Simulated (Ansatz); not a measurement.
Base system: Cu in the diamond structure (space group Fd-3m, No. 227; a hypothetical phase, not in the database extracts checked; relaxed with 0.1 eV smearing).

```yaml
crystal:
  lattice:
    - [0.00000, 2.67626, 2.67626]
    - [2.67626, 0.00000, 2.67626]
    - [2.67626, 2.67626, 0.00000]
  atoms:
    - { symbol: Cu, position: [0.25000, 0.25000, 0.25000] }
    - { symbol: Cu, position: [0.00000, 0.00000, 0.00000] }
```

Cartesian axes are those of the cell as printed.

All numbers come from PBE (Ansatz, a program for electronic structure), no spin-orbit coupling.

Modification: the cell is compressed by 2.84 % along z with no lateral relaxation; the atoms relax in the strained cell.

**Question.** Predict the stress tensor and what it implies for the stiffness.

**Answer.** Stress of the strained cell less that of the base (GPa, compression positive):
```
    1.9     0.0     0.0
    0.0     1.9     0.0
    0.0     0.0     1.2
```

Then −Δσ_ii/ε with ε = -0.0284 gives secant stiffness values (nonlinear terms included at this strain): C33 ≈ 42 GPa, C13 ≈ 66 GPa and C23 ≈ 66 GPa.

An off-diagonal value above the diagonal one breaks a Born criterion: the base is elastically unstable at this level, or the strain is beyond its stable range.

Whether these cells are dynamically stable was not tested. The final runs are not spin-polarised.
